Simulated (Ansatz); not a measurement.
End structure of the (100) surface of rock-salt TiC, O on half the C sites of the top plane, c(2x2) (bottom of the slab: a bare face, its two planes held):

```
CELL_PARAMETERS angstrom
      3.06391     3.06391     0.00000
     -3.06391     3.06391     0.00000
      0.00000     0.00000    27.00000
ATOMIC_POSITIONS crystal
  C  0.00000 0.00000 0.29995
  C  0.50000 0.50000 0.29995
  Ti 0.50000 0.00000 0.29995
  Ti 0.00000 0.50000 0.29995
  C  0.50000 0.00000 0.38019
  C  0.00000 0.50000 0.38019
  Ti 0.00000 0.00000 0.38019
  Ti 0.50000 0.50000 0.38019
  C  0.00000 0.00000 0.45996
  C  0.50000 0.50000 0.45996
  Ti 0.50000 0.00000 0.46025
  Ti 0.00000 0.50000 0.46019
  C  0.50000 0.00000 0.54070
  C  0.00000 0.50000 0.54076
  Ti 0.00000 0.00000 0.53961
  Ti 0.50000 0.50000 0.53961
  C  0.00000 0.00000 0.62207
  C  0.50000 0.50000 0.62207
  Ti 0.50000 0.00000 0.61768
  Ti 0.00000 0.50000 0.61870
  O  0.50000 0.00000 0.70002
  C  0.00000 0.50000 0.70391
  Ti 0.00000 0.00000 0.69605
  Ti 0.50000 0.50000 0.69605
```

Set-up: 24 atoms, 10.8 Å thick at the start with caps and adatoms (thin: gaps and levels are the slab's own); mesh 9x9x1; 0.1 eV smearing; dipole correction on; 8 atoms held, the rest relaxed; held to the start's symmetry, so lower structures may exist; no spin, no spin-orbit, no U. It is one candidate, not shown to be the stable structure of the face.

Question: Predict the work function of the top face from PBE (Ansatz, a quantum-chemistry and plane-wave program).

Answer: 3.31 eV
